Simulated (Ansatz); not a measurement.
The starting structures come from a database of crystals and need not be the phases stable at ambient conditions.

 Where the default PAW files enter, the runs use the earlier of Ansatz's two default sets.

## Evanescent states of K₂TeCl₆ (Fm-3m, not sure to be the ambient phase, 9 atoms a cell, 28.8 Å³ an atom) along the normal of (111)

Computed with r2SCAN (plane waves, PAW; Ansatz, an electronic-structure program).

The gap is the functional's own, uncorrected, and κ follows it; spin-orbit coupling is left out. Mid-gap values are interpolated between the computed energies.

Energies count from the valence-band top; κ is the least over a 6×6 mesh across the current.

```tsv
E (eV)	κ (1/Å)	where
0.07	0.163	off Γ
0.21	0.234	off Γ
0.35	0.265	Γ
0.49	0.284	Γ
0.63	___	Γ
0.77	___	Γ
0.91	___	Γ
1.05	___	Γ
1.19	___	off Γ
1.33	___	off Γ
1.47	___	off Γ
1.61	___	off Γ
1.75	___	off Γ
1.89	___	off Γ
2.03	___	off Γ
2.17	0.220	off Γ
2.31	0.190	off Γ
2.45	0.150	off Γ
2.59	0.082	off Γ
```

What belongs in the gaps?


- 0.63, κ (1/Å): 0.299
- 0.77, κ (1/Å): 0.310
- 0.91, κ (1/Å): 0.319
- 1.05, κ (1/Å): 0.325
- 1.19, κ (1/Å): 0.319
- 1.33, κ (1/Å): 0.312
- 1.47, κ (1/Å): 0.303
- 1.61, κ (1/Å): 0.292
- 1.75, κ (1/Å): 0.279
- 1.89, κ (1/Å): 0.263
- 2.03, κ (1/Å): 0.244
